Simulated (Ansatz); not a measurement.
## Ag: response to strain

The reference is Ag in the fcc (Cu type) structure (space group Fm-3m, No. 225; a = 4.0538 Å; relaxed with 0.1 eV smearing). Axes: x, y, z lie along the cube axes.

Strains are applied to the cell and any free atomic positions relax; under biaxial strain the out-of-plane vector relaxes too.

Computed with DFT with PBEsol, PAW potentials and a 420 eV plane-wave cutoff in Ansatz (an electronic-structure program), no spin-orbit coupling.

Notes on the quantities. pressure: mean of the normal stresses, compression positive; energy relative to the base: free energy F.

```tsv
change	out-of-plane strain	pressure	energy relative to the base	shortest interatomic distance
base	–	0.0 GPa	0 meV/atom	2.866 Å
biaxial strain −2.50 %, plane normal [111], relaxed out of plane	+2.15 %	4.2 GPa	+15 meV/atom	2.795 Å
biaxial strain −1.67 %, plane normal [111], relaxed out of plane	+1.42 %	2.6 GPa	+6.5 meV/atom	2.819 Å
biaxial strain −0.83 %, plane normal [111], relaxed out of plane	+0.70 %	1.2 GPa	+1.5 meV/atom	2.843 Å
biaxial strain −0.42 %, plane normal [111], relaxed out of plane	+0.36 %	0.6 GPa	+0.4 meV/atom	2.854 Å
biaxial strain +0.42 %, plane normal [111], relaxed out of plane	-0.36 %	-0.6 GPa	+0.4 meV/atom	2.864 Å
biaxial strain +0.83 %, plane normal [111], relaxed out of plane	-0.70 %	-1.1 GPa	+1.4 meV/atom	2.861 Å
biaxial strain +1.25 %, plane normal [111], relaxed out of plane	-1.06 %	-1.5 GPa	+3.1 meV/atom	2.858 Å
biaxial strain +2.08 %, plane normal [111], relaxed out of plane	-1.78 %	-2.4 GPa	+8.2 meV/atom	2.853 Å
biaxial strain +2.50 %, plane normal [111], relaxed out of plane	-2.16 %	-2.7 GPa	+12 meV/atom	2.850 Å
```

Whether these cells are dynamically stable was not tested.
